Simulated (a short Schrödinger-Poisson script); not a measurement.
From a short Schrödinger-Poisson script (our own, NumPy): one-band effective-mass equation with BenDaniel-Duke matching, electrons, heavy and light holes apart, hard walls at the outer ends, one valence edge for both holes (no strain splitting), no charge, excitons, band mixing or non-parabolicity; under a field the levels are quasi-bound states of a box, listed while three quarters of their weight lies within 4 nm of the wells.

Structure: single In0.15Ga0.85N/GaN quantum well.

From the first side: 12 nm GaN; 4 nm In0.15Ga0.85N, built-in field 1900 kV/cm; 12 nm GaN.

The device is made up for the run: typed textbook-type constants, with dimensions and the other settings drawn at random. In0.15Ga0.85N: direct gap (eV) 2.847, conduction-band edge (eV) 0, electron mass (mₑ) 0.1805, heavy-hole mass 1.7, light-hole mass 0.3. GaN: direct gap (eV) 3.43, conduction-band edge (eV) 0.408, electron mass (mₑ) 0.2, heavy-hole mass 1.9, light-hole mass 0.33.

The valence-band edge of each layer lies one gap below its conduction-band edge. The electron's potential energy rises along the stack by the applied field and, inside the well alone, by the built-in field (unscreened; none in the barriers). Mesh 0.03 nm at interfaces.

### Question
Give the e1-hh1 transition at zero applied field (eV); the squared e1-hh1 overlap at zero applied field.

### Answer
e1-hh1 transition at zero applied field (eV): 2.523; squared e1-hh1 overlap at zero applied field: 0.006. Excitons, screening of the built-in field, fields in the barriers and alloy fluctuations are left out, and strain enters only through the typed gaps and offsets, so measured lines lie elsewhere.
